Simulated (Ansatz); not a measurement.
An Ansatz (a quantum-chemistry and plane-wave program) run: Pt with a change (pressure 15 GPa); PBEsol (Ansatz), spin-orbit coupling left out, earlier PAW set.

Input:

Ansatz 0.2 input:
```yaml
crystal:
  lattice:
    - [0, 1.9441654164, 1.9441654164]
    - [1.9441654164, 0, 1.9441654164]
    - [1.9441654164, 1.9441654164, 0]
  atoms:
    - { symbol: Pt, position: [0, 0, 0] }
basis: { ecutwfc: 420, ecutrho_ratio: 4, xc_grid: 2, fft_grid_basis: typed }
kpoints: { mp_grid: { grid: [20, 20, 20] } }
hamiltonian:
  xc: pbesol
  dispersion: none
  pseudopotentials: { azcp: { folder: ./paw }, kind: paw }
scf: { occupations: { method: fermi_dirac, width: 0.05 } }
relax: { f_tol: 0.01, max_steps: 60, cell: { stress_tol: 0.02, p_target: 15.0 } }
output: { forces: true, stress: true }
checkpoint: { write: state.ck, write_every: 1000 }
```

Output (explanatory and most iteration lines left out):

```
Relaxation: its limit of steps is 60 (relax.max_steps)
Pseudopotential: Pt, paw, valence charge 18
Crystal: 1 atoms, lattice volume = 14.697 Å³
Basis set: ecut = 420 eV, 283 PW (Γ), exchange–correlation on 40×40×40 points (8 copies of the dense FFT grid, shifted against one another)
Bands: 13, of which v1, the nominal top of the filled ones, is band 9 counted from 1 (8 counted from 0)
Symmetry: 48 space group operations
Space group: Fm-3m (ITA 225), of the structure as read, at distance tolerance 2.4e-5 Å
k-points: 256 of 8000
Functional: x = pbesol(κ = 0.804, μ = 0.12345679012345678), c = pbesol(β = 0.046)
SCF iter   1: F=—  HF=-12385.790373 eV  |F-HF|=—  |Δ(HF+E_count)|=         —  Δρ=9.33e-2  dr2=1.19e0  ethr=3.10e-3  ⟨swp⟩=5.0  Hψ=17214  notcnv=0
SCF iter   2: F=—  HF=-12385.457841 eV  |F-HF|=—  |Δ(HF+E_count)|=   3.33e-1  Δρ=4.32e-2  dr2=2.38e-1  ethr=3.10e-3  ⟨swp⟩=2.2  Hψ=6496  notcnv=0
SCF 1 converged in 6 iterations: F = -12385.386110 eV  dr2 = 2.50e-9
relax step   1: F+E_penalty+E_count = -12385.38610998 eV  Δ(F+E_penalty+E_count) = +0.000e0 eV  max|allowed force component| = 0.000e0 eV/Å  Δτ_max = 0.0000 Å  P = +7.007 GPa  Ω = 14.697 Å³  (6 SCF iters, dr2 threshold 1.00e-7 eV, accepted)
[... steps on the carried basis left out ...]
relax step   7: F+E_penalty+E_count = -12385.36316150 eV  Δ(F+E_penalty+E_count) = -1.455e-11 eV  max|allowed force component| = 0.000e0 eV/Å  Δτ_max = 0.0000 Å  P = +15.000 GPa  Ω = 14.360 Å³  stress off target by 6.11e-5 GPa  SCF on the basis re-selected at this cell (its energy is not comparable with the rows above)  (4 SCF iters)
SCF converged after 4 iterations
Free energy (F): -12385.363161 eV
Internal energy: -12385.350086 eV  (E = F + TS)
E sigma→0 (E₀):  -12385.356624 eV
Entropy (-TS):   -0.013075 eV (-13.075 meV/atom)
Fermi energy:    24.798561 eV
--- Forces (eV/Å), atoms counted from 1 ---
  atom   1  Pt    -0.00000000    -0.00000000     0.00000000
--- Stress (GPa, compression-positive) ---
       14.999939      -0.000000      -0.000000
       -0.000000      14.999939      -0.000000
       -0.000000      -0.000000      14.999939
  P = ⅓ Tr σ = 14.9999 GPa (149.999 kbar)
--- Relaxed structure (5 steps of the walk, 4 accepted, 2 SCFs on fresh bases) ---
  cell:  # Å, volume = 14.3600 Å³
    - [-9.713052206149777e-35, 1.9291913522049626, 1.9291913522049626]
    - [1.9291913522049626, -1.6082268710384148e-34, 1.9291913522049626]
    - [1.9291913522049626, 1.9291913522049626, -1.4012273090462873e-34]
  atoms:
    - { symbol: Pt, position: [0.0, 0.0, 0.0] }
```

Load acts through the strain it causes; cell and atoms are relaxed under it. Whether these cells are dynamically stable was not tested. Competing high-pressure phases were not computed. All final runs are without spin polarisation. The cell was made from Pt in the fcc (Cu type) structure (space group Fm-3m, No. 225) by this change: pressure 15 GPa.
